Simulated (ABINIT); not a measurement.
ABINIT is run on Al12Tc (Im-3, 13 atoms in the cell), and the run fails. The aim is a self-consistent single point with DFT, PBEsol, plane waves, norm-conserving pseudopotentials (PseudoDojo nc-sr-04 PBEsol standard).

Input:

```
# Al12Tc, PseudoDojo nc-sr-04 PBEsol standard
pp_dirpath "./"
pseudos "Al.upf, Tc.upf"
acell 3*1.0 Angstrom
rprim
        -3.7228880000    3.7228880000    3.7228880000
         3.7228880000   -3.7228880000    3.7228880000
         3.7228880000    3.7228880000   -3.7228880000
natom 13
ntypat 2
znucl 13 43
typat 1 1 1 1 1 1 1 1 1 1 1 1 2
xcart
         2.6311792785    4.3351140947    0.0000000000
         4.4040594341    2.7001246179    7.0352387127
         2.6311792785    9.7353633306    0.0000000000
         4.4040594341   -2.7001246179    7.0352387127
         0.0000000000    2.6311792785    4.3351140947
         7.0352387127    4.4040594341    2.7001246179
         0.0000000000    2.6311792785    9.7353633306
         7.0352387127    4.4040594341   -2.7001246179
         4.3351140947    0.0000000000    2.6311792785
         2.7001246179    7.0352387127    4.4040594341
         9.7353633306    0.0000000000    2.6311792785
        -2.7001246179    7.0352387127    4.4040594341
         0.0000000000    0.0000000000    0.0000000000
ecut 84 Ry
occopt 3
tsmear 0.05 eV
nband 34
kptopt 1
ngkpt 5 5 5
nshiftk 1
shiftk 0.5 0.5 0.5
nstep 100
prtwf 0
prtden 0
enunit 1
```

Output (repeated stretches shortened):

```
 Perdew, Burke & Ernzerhof SOL
 J. P. Perdew, A. Ruzsinszky, G. I. Csonka, O. A. Vydrov, G. E. Scuseria, L. A. Constantin, X. Zhou, and K. Burke, Phys. Rev. Lett. 100, 136406 (2008)
 Perdew, Burke & Ernzerhof SOL
 J. P. Perdew, A. Ruzsinszky, G. I. Csonka, O. A. Vydrov, G. E. Scuseria, L. A. Constantin, X. Zhou, and K. Burke, Phys. Rev. Lett. 100, 136406 (2008)

--- !ERROR
src_file: m_chkinp.F90
src_line: 4101
mpi_rank: 0
message: |
    For the SCF case, one and only one of the input tolerance criteria
    toldff, tolrff, toldfe or tolvrs must differ from zero, while they are
    toldff=  0.000000E+00, tolrff=  0.000000E+00, toldfe=  0.000000E+00
    and tolvrs=  0.000000E+00 for idtset: 1
    Action: change your input file and resubmit the job.
...

--- !ERROR
src_file: m_chkinp.F90
src_line: 4218
mpi_rank: 0
message: |
    Checking consistency of input data against itself gave 1 inconsistency.
    The details of the problem can be found above (or in output or log file).
    In parallel, the details might not even be printed there. Then, try running in sequential to see the details.
...

 abinit_abort: decision taken to exit. Check above messages for more info
Abort(13) on node 0 (rank 0 in comm 0): application called MPI_Abort(MPI_COMM_WORLD, 13) - process 0

--- !ERROR
src_file: m_chkinp.F90
src_line: 4101
mpi_rank: 0
message: |
    For the SCF case, one and only one of the input tolerance criteria
    toldff, tolrff, toldfe or tolvrs must differ from zero, while they are
    toldff=  0.000000E+00, tolrff=  0.000000E+00, toldfe=  0.000000E+00
    and tolvrs=  0.000000E+00 for idtset: 1
    Action: change your input file and resubmit the job.
...

--- !ERROR
src_file: m_chkinp.F90
src_line: 4218
mpi_rank: 0
message: |
    Checking consistency of input data against itself gave 1 inconsistency.
    The details of the problem can be found above (or in output or log file).
    In parallel, the details might not even be printed there. Then, try running in sequential to see the details.
...
```

Question: Read the log: what does the program object to, and what is the fix?

Answer: The fault is no stopping criterion. The self-consistent loop needs one tolerance to decide when to stop. To fix it, give one tolerance. The program stopped before any SCF iteration.

An input that runs soundly differs in these lines (not the only fix; some lines may just follow from the change or write a value another way):
```diff
+tolvrs 1.0e-12
```

With that input, the run converged in 12 iterations: free energy E − TS -3067.75 eV; Fermi level (on the code's own zero) 8.60 eV; pressure 1.54 GPa; largest force (vector length) 0.029 eV/Å (DFT, PBEsol, plane waves, norm-conserving pseudopotentials (PseudoDojo nc-sr-04 PBEsol standard)).

On the sound input: the starting cell comes from a database of computed structures (which also holds hypothetical and non-ambient phases and stackings), without a prior relaxation at this level. Its lattice was rescaled by a random factor within 2.5 % of one. Spin polarisation is off.
